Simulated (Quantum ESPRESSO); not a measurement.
Quantum ESPRESSO is run on Rb3Na (Pm-3m, 4 atoms in the cell), and the run fails. The aim is a zone-centre phonon calculation with DFT, LDA (PZ), plane waves, GBRV 1.5 ultrasoft (LDA) pseudopotentials.

The self-consistent step had converged with these keywords: prefix = pwscf; ecutwfc = 40 Ry; ecutrho = 200 Ry; occupations = smearing; smearing = cold; degauss = 0.0099958 Ry; potentials = {Rb: rb_lda_v1.uspp.F.UPF, Na: na_lda_v1.5.uspp.F.UPF}; K_POINTS = automatic 7 7 7 0 0 0; conv_thr = 1e-10 Ry; mixing_beta = 0.7. The next shown step is ph.x.

Input as run:

```fortran
phonons at the zone centre
&INPUTPH
   prefix = 'pwscf'
   outdir = './out'
   tr2_ph = 1.0d-14
   fildyn = 'dyn.G'
   epsil = .true.
/
0.0 0.0 0.0
```

Log, with long lists cut:

```
     Reading xml data from directory:

     ./out/pwscf.save/

     G-vector sticks info
     --------------------
     sticks:   dense  smooth     PW     G-vecs:    dense   smooth      PW
     Sum        2593    2085    593                99705    71327   10635

     negative rho (up, down):  1.859E-01 0.000E+00
     Reading collected, re-writing distributed wavefunctions in ./out/

 %%%%%%%%%%%%%%%%%%%%%%%%%%%%%%%%%%%%%%%%%%%%%%%%%%%%%%%%%%%%%%%%%%%%%%%%%%%%%%
     Error in routine phq_readin (1):
     no elec. field with metals
 %%%%%%%%%%%%%%%%%%%%%%%%%%%%%%%%%%%%%%%%%%%%%%%%%%%%%%%%%%%%%%%%%%%%%%%%%%%%%%

     stopping ...
```

**Question.** From the messages shown, name the fault and mend the input.

**Answer.** The fault is the dielectric response asked with smeared occupations. The response to a homogeneous field is defined for insulators with fixed occupations. To fix it, drop the request, or use fixed occupations in an insulator. The program stopped in the step ph.x before computing anything there.

On the sound input: the starting cell comes from a database of computed structures (which also holds hypothetical and non-ambient phases and stackings), without a prior relaxation at this level.
